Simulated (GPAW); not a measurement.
Band structure of Sr3P2 (Pm-3m, 5 atoms in the cell).

```xyz
5
Lattice="5.6700 0.0000 0.0000 0.0000 5.6700 0.0000 0.0000 0.0000 5.6700" Properties=species:S:1:pos:R:3 pbc="T T T"
Sr     0.0000     2.8350     2.8350
Sr     2.8350     0.0000     2.8350
Sr     2.8350     2.8350     0.0000
P      0.0000     0.0000     0.0000
P      2.8350     2.8350     2.8350
```

Level of theory: PBEsol, GPAW PAW datasets PBEsol (made by gpaw-setup) (plane waves; GPAW).

Settings: mode = pw; ecut = 550 eV; xc = PBEsol; kpts = 6 6 6; mesh shift (steps) = 0 0 0; occupations.name = fermi-dirac; occupations.width = 0.136 eV; nbands = -11; convergence.forces = 0.001 eV/Å; symmetry.symmorphic = false; symmetry.tolerance = 0.0005; maxiter = 120; bandpath_npoints = 40.

The starting cell comes from a database of computed structures (which also holds hypothetical and non-ambient phases and stackings), without a prior relaxation at this level. The run gives no clean gap (levels at the Fermi energy touch, overlap or are partly filled at this smearing), which alone does not show that the compound is a metal.

Levels in eV from the Fermi level, bands 17 to 24:
```csv
point,17,18,19,20,21,22,23,24
Γ,-1.31,-0.26,-0.26,-0.26,-0.26,0.67,0.67,0.87
X,-1.40,-1.40,-0.86,-0.86,1.14,1.15,1.67,2.42
M,-1.64,-1.19,-1.19,-0.90,1.86,1.88,1.88,1.92
R,-3.12,-1.15,-1.15,-1.15,1.95,1.95,1.95,2.10
```

Bands cross the Fermi level along this path, so the cell is metallic at this level.
